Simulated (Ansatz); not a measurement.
Take Al$_{2}$O$_{3}$ in the corundum structure (space group R-3c, No. 167; a = 4.774 Å, c = 13.015 Å (hexagonal axes)) as the base. Axes: x lies along a and z along c of the hexagonal cell.

The values are results of PBEsol, PAW, 420 eV (Ansatz, a quantum-chemistry and plane-wave program; no SOC), not measurements.

For the base:

| Item | Value |
|---|---|
| Band gap | 6.03 eV |
| Valence-band top at Γ | 0.00, -0.04, -0.04 eV |
| Electron mass | 0.40 mₑ along c, 0.37 mₑ across (at Γ) |
| Width of the top valence band | 0.63 eV |

It is then changed as follows: uniaxial strain ε_zz = −2.25 %, all other strain components held at zero; the atoms relax in the strained cell.

Problem. How does this affect the band gap?

Solution. The band gap goes up by 0.07 eV (6.03 eV → 6.10 eV).

Problem. What happens to the valence-band top at Γ?

Solution. The valence-band top at Γ (three highest levels, from the VBM) becomes 0.00, -0.25, -0.25 eV (base: 0.00, -0.04, -0.04 eV).

Problem. What happens to the stress?

Solution. The stress (xx, yy, zz, yz, xz, xy; compression positive) amounts to (2.91, 2.91, 10.86, 0.00, 0.00, 0.00) GPa.

Problem. What does the calculation give for the electron mass after the change?

Solution. The electron mass changes from 0.40 mₑ along c, 0.37 mₑ across (at Γ) to 0.43 mₑ along z, 0.37 mₑ across (at Γ).

Problem. Estimate the effect on the width of the top valence band.

Solution. The width of the top valence band goes up by 0.20 eV (0.63 eV → 0.83 eV).

Masses are band curvatures over ±0.01 Å⁻¹ around the edge. No phonon test of stability was made.
